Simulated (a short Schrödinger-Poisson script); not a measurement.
Stack: MOS inversion layer, SiO2 on p-type Si(100), at 300 K.

```tsv
layer	material	thickness (nm)	Na (cm⁻³)
1	SiO2	1.1	-
2	Si	380	1.3e18
```

Constants are typed, rounded textbook-type inputs, not results; the design itself was drawn at random and stands for no fabricated device. SiO2: permittivity 3.9, conduction-band edge (eV) 3.15, gap (eV) 9, electron mass (mₑ) 0.5. Si: permittivity 11.7, conduction-band edge (eV) 0, gap (eV) 1.124, Nv at 300 K (cm⁻³) 3.1e19.

Channel valleys (confinement mass, in-plane density-of-states mass, number): Δ2 0.916, 0.19, 2; Δ4 0.19, 0.417, 4. At the gate the conduction-band edge of layer 1 lies 3.24 eV − eVg above the Fermi level of the channel; the field vanishes at the back. Gaps are held at their typed values at every temperature. Mesh 0.03 nm at interfaces.

From a short Schrödinger-Poisson script (our own, NumPy): 1D Poisson equation in equilibrium, electrons quantum, Hartree (BenDaniel-Duke, 12 states a valley, the channel's in-plane mass for all, wave functions ending at the dielectric), parabolic valleys, classical holes, full ionisation, no traps, pinning or gate leakage.

The same stack at other levels of the model or other numerical settings:

| run | sheet density of all electrons at Vg = 1 V (cm⁻²) | sheet density of all electrons at Vg = 0.4 V (cm⁻²) | capacitance at Vg = 1 V (μF/cm²) | centroid of the channel electrons at Vg = 1 V (nm) | rough cost against the base |
|---|---|---|---|---|---|
| base | 7.96e12 | 3.93e11 | 2.29 | 1.25 | about 1 |
| electrons treated as classical, Boltzmann | 1.19e13 | 1.62e12 | 2.93 | 0.27 | 0.03 |
| electrons treated as classical, Fermi-Dirac | 1.09e13 | 1.52e12 | 2.66 | 0.44 | 0.2 |
| mesh six times as coarse | 7.97e12 | 3.95e11 | 2.30 | 1.24 | 0.2 |
| one subband a valley | 7.94e12 | 3.88e11 | 2.29 | 1.23 | 0.5 |

The classical rows ignore confinement, and Boltzmann statistics overrate the density once the band edge passes the Fermi level.
